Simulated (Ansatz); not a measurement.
## Si with two functionals, electrons 2.0×10^21 cm⁻³

The reference is Si in the diamond structure (space group Fd-3m, No. 227; a = 5.470 Å).

(Cell as relaxed with PBE.)

Levels (all Ansatz, a program for electronic structure, PAW, earlier PAW set): PBE (420 eV, without spin-orbit coupling); r2SCAN (500 eV, scalar-relativistic without spin-orbit coupling).

Each level relaxes its own structure.

```
base                      PBE    r2SCAN
-------------------  --------  --------
volume per atom      20.46 Å³  20.17 Å³
lattice parameter a   5.470 Å   5.444 Å
band gap              0.61 eV   0.77 eV
```

Modification: electrons 2.0×10^21 cm⁻³, on a uniform background at fixed cell.

```tsv
quantity	PBE	r2SCAN
Fermi level relative to the doped band's edge (positive inside the band; to 0.05 eV)	+0.40 eV	…
gap between the host's bands	0.58 eV	…
shift of the gap caused by the change	-0.03 eV	…
gap character	indirect, Γ → a point along ⟨100⟩, about 1.0 Å⁻¹ from Γ	…
```

Q: Given the PBE results, estimate those of r2SCAN.

A: 
- Fermi level relative to the doped band's edge (positive inside the band; to 0.05 eV), r2SCAN: +0.40 eV
- gap between the host's bands, r2SCAN: 0.75 eV
- shift of the gap caused by the change, r2SCAN: -0.02 eV
- gap character, r2SCAN: indirect, Γ → a point along ⟨100⟩, about 1.0 Å⁻¹ from Γ

PBE's gap between the host's bands lies 0.17 eV below r2SCAN's; the two agree on the Fermi level from band edge and gap character. Neither level is exact; r2SCAN is the comparison here, not a measurement.

Carriers are added with a uniform compensating background; total energy and stress of such cells depend on the potential's zero and are not compared; many-body gap narrowing is missing at this level. Stability against distortions was not tested.
